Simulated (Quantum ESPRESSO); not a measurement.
**Pressure against volume in rock-salt CaS (space group 225) (Quantum ESPRESSO, PBEsol)**

```xyz
2
Lattice="0.0000 2.7624 2.7624 2.7624 0.0000 2.7624 2.7624 2.7624 0.0000" Properties=species:S:1:pos:R:3 pbc="T T T"
Ca     0.0000     0.0000     0.0000
S      2.7624     2.7624     2.7624
```

Level of theory: PBEsol, GBRV 1.5 ultrasoft (PBESOL) pseudopotentials (plane waves; Quantum ESPRESSO 7.5). Settings: ecutwfc = 52 Ry; ecutrho = 260 Ry; occupations = smearing; smearing = fermi-dirac; degauss = 0.000734986 Ry; potentials = {Ca: ca_pbesol_v1.uspp.F.UPF, S: s_pbesol_v1.4.uspp.F.UPF}; K_POINTS = automatic 10 10 10 0 0 0; conv_thr = 1e-10 Ry; mixing_beta = 0.4. The cell above is the first row's. The rows scale it uniformly. In all rows fractional positions and the k mesh are held.

| V (Å^3/atom) | P (GPa) |
|---|---|
| 21.079 | 4.00 |
| 21.538 | 2.39 |
| 21.996 | 0.95 |
| 22.454 | -0.35 |
| 22.912 | -1.51 |
| 23.371 | -2.56 |
| 23.829 | -3.51 |
| 24.287 | -4.36 |
| 24.745 | ? |

**Question.** Using a cubic, estimate the missing P at V = 24.745 from the other rows, showing the fit.

**Answer.** With u = V - 22.7, the rows have u = -1.6210, -1.1620, -0.7040, -0.2460, 0.2120, 0.6710, 1.1290, 1.5870. Least squares gives P = -0.989 - 2.5315·u + 0.2959·u² - 0.02515·u³. Residuals (row less fit): 0.001, -0.002, 0.001, -0.002, 0.003, 0.002, -0.004, 0.002; standard error 0.003 (degrees of freedom: 4). The fitted pressure is zero at V0 = 22.33, where dP/dV = -2.763, so B0 = -V0·dP/dV = 61.7 GPa. At the withheld row, u = 2.0450, so P = -0.989 - 2.5315 × 2.0450 + 0.2959 × 2.0450² - 0.02515 × 2.0450³ = -5.144 GPa. The calculation gives -5.13 GPa, 0.014 GPa above the prediction (0.2 % of the range of P in the table). The row lies outside the fitted rows, so this is an extrapolation. From the scatter of the fitted rows alone, a prediction at this place has a standard error of 0.008 GPa, so the miss is 1.7 times that.

Carrying the step between the two nearest rows on in a straight line would have given -5.21, off by 0.08; series whose last step already gives the withheld value aren't shown. The scan was laid around a cell of about the measured size, scaled by a guess for this functional. The runs keep the symmetry of the cell, so they don't test it for distortions. Cutoffs and mesh are single choices, not tested for convergence of this quantity. Series with a scatter that would blur these digits, or in which a gap closes, are not shown.
